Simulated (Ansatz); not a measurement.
Results of Hartree–Fock in Ansatz (plane waves, PAW) for zinc-blende BeS.

Numerical settings: plane-wave cutoff 460 eV, 10×10×10 k mesh, Fermi–Dirac smearing 0.01 eV, scalar-relativistic PAW data made under PBE.

Computed at the level's own relaxed cell.

```
CELL_PARAMETERS angstrom
      0.00000     2.47284     2.47284
      2.47284     0.00000     2.47284
      2.47284     2.47284     0.00000
ATOMIC_POSITIONS crystal
  Be 0.00000 0.00000 0.00000
  S  0.25000 0.25000 0.25000
```

Question: List the 5 lowest band energies at Γ above −25 eV (eV, relative to the valence band maximum), grouping those that round alike.

Answer: At Γ: -18.65, 0.00 (×3), 13.56.

Note: the run warned that its exchange threshold was loose for the stress.

Ansatz is a program for electronic structure.
